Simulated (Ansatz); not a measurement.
# A constructed model of the (111) surface of fcc Ir, a layer of W in place of the second plane (bottom of the slab: a bare face, its two planes held)

The numbers are results of PBE (plane waves to 420 eV, PAW; Ansatz, a first-principles code), not measurements.

Slab: 6 atoms, 11.4 Å thick at the start with caps and adatoms (thin: gaps and levels are the slab's own); k 16x16x1, smearing 0.1 eV, dipole-corrected; 2 atoms held, the rest relaxed; held to the start's symmetry, so lower structures may exist; no spin, no spin-orbit, no U. It is one candidate, not shown to be the stable structure of the face.

- work function of the top face = 4.86 eV
- energy released by relaxation = 0.26 eV
- cost = around 110 core-seconds (rough)
